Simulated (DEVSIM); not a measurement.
# Si n+/n-/n+ resistor

Device: Si n+/n-/n+ resistor, at 350 K.

```
layer (left to right)  material  thickness (μm)  Nd (cm⁻³)   τn (s)   τp (s)
---------------------  --------  --------------  ---------  -------  -------
1                            Si           0.990       4e18  0.00087  0.00087
2                            Si           0.190     1.2e14  0.00087  0.00087
3                            Si           0.180     4.5e18  0.00087  0.00087
```

Left contact: ohmic. Right contact: ohmic. Voltage is applied to the left contact. Recombination: SRH at mid-gap, radiative, Auger. Gap narrowing is on: ΔEg = 6.92 meV × (l + √(l² + 0.5)), l = ln(N/1.3e17 cm⁻³), shared equally by both band edges. Mobility is constant in doping.

The device is made up for the run: typed textbook-type constants, with dimensions and the other settings drawn at random. Values at 300 K; Nc and Nv go as T^1.5, mobilities as T to minus their exponent, the gap by Varshni's rule with the affinity fixed.

```csv
parameter,Si
gap (eV),1.124
affinity (eV),4.05
permittivity,11.7
Nc (cm⁻³),2.86e19
Nv (cm⁻³),3.1e19
μn (cm²/Vs),1417
μp (cm²/Vs),470
T exponent of μn,2.3
T exponent of μp,2.2
B (cm³/s),4.7e-15
Cn (cm⁶/s),2.8e-31
Cp (cm⁶/s),9.9e-32
Varshni α (eV/K),0.000473
Varshni β (K),636
```

DEVSIM, 1D drift-diffusion, Boltzmann statistics, complete ionisation; no tunnelling, impact ionisation, image-force lowering or self-heating.

Dark forward current:

```json
[
 {"V (V)": "0.05", "J (A/cm²)": "7200"},
 {"V (V)": "0.20", "J (A/cm²)": "32000"},
 {"V (V)": "0.35", "J (A/cm²)": "63000"},
 {"V (V)": "0.50", "J (A/cm²)": "100000"},
 {"V (V)": "0.65", "J (A/cm²)": "140000"},
 {"V (V)": "0.80", "J (A/cm²)": "200000"},
 {"V (V)": "0.95", "J (A/cm²)": "250000"},
 {"V (V)": "1.10", "J (A/cm²)": "320000"},
 {"V (V)": "1.25", "J (A/cm²)": "380000"},
 {"V (V)": "1.40", "J (A/cm²)": "460000"},
 {"V (V)": "1.55", "J (A/cm²)": "540000"},
 {"V (V)": "1.70", "J (A/cm²)": "620000"},
 {"V (V)": "1.85", "J (A/cm²)": "710000"},
 {"V (V)": "2.00", "J (A/cm²)": "810000"}
]
```
